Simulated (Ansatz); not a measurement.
# HgS under a change: S → Ir

The parent structure is HgS in the zinc blende structure (space group F-43m, No. 216; a = 5.876 Å).

Perturbation: every S is replaced by Ir, then cell and atoms are relaxed.

Method: PBEsol (Ansatz, a program for electronic structure; PAW; 420 eV plane waves; no spin-orbit coupling), earlier PAW set. Γ-centred 14×14×14 mesh, Fermi–Dirac width 0.05 eV, for the changed cell.

```yaml
volume_per_atom: 26.29 Å³ (base 25.36 Å³)
density: 12.41 g/cm³ (base 7.62 g/cm³)
lattice_parameter_a: 5.947 Å (base 5.876 Å)
shortest_interatomic_distance: 2.575 Å (base 2.544 Å)
band_gap: zero (base zero)
```

Final structure:

```
HgIr
1.0
    0.00000     2.97337     2.97337
    2.97337     0.00000     2.97337
    2.97337     2.97337     0.00000
Ir Hg
1 1
Direct
  0.25000   0.25000   0.25000
  0.00000   0.00000   0.00000
```

With Hg present, leaving out spin-orbit coupling can change the band edges. Stability against distortions was not tested. As relaxed here, HgIr is a hypothetical phase, not in the database extracts checked. All final runs are without spin polarisation. An odd electron count without spin: HgIr. HgIr has a high density of states at the Fermi level and may be magnetic at this level. The zero or small gap of HgS can change with the level of theory.
